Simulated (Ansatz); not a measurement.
Al2NiO4 (Imma, No. 74, 14 atoms in the cell; start mp-37614), treated with r²SCAN (Ansatz, a quantum-chemistry and plane-wave program, plane waves, PAW).

Numerical settings: plane-wave cutoff 500 eV, 10×10×10 k mesh, Fermi–Dirac smearing 0.05 eV, spin-polarised start, scalar-relativistic PAW data made under PBE.

Cell (relaxed at this level):

```xyz
14
Lattice="-2.8093 2.8652 4.0284 2.8093 -2.8652 4.0284 2.8093 2.8652 -4.0284" Properties=species:S:1:pos:R:3 pbc="T T T"
Al     0.0000     1.4326     1.0673
Al     2.8093     1.4326     2.9611
Al     2.8093     0.0000     0.0000
Al     0.0000     0.0000     4.0284
Ni     1.4046     1.4326    -2.0142
Ni     1.4046    -1.4326     2.0142
O      0.0000     2.8500     2.1429
O      2.8093     0.0152     1.8855
O      0.0000     0.0152     2.1429
O      2.8093     2.8500     1.8855
O      4.1275     1.4326     0.0303
O     -1.3182     1.4326     3.9981
O      1.4911     1.4326     0.0303
O      1.3182     1.4326     3.9981
```

Q: Predict the band gap.

A: 
- band gap = 2.60 eV (on the SCF k mesh)

Note: the magnetic order was assumed, not searched for or taken from measurement; a magnet's gap depends somewhat on the PAW data; the relaxation could not lower the start's symmetry, so the cell can be a saddle point above a distorted one.

Computed values are for the static lattice.

Computing time: about 13 core-minutes (a rough figure).

A start named mp-… is a Materials Project structure, which need not be a measured phase.
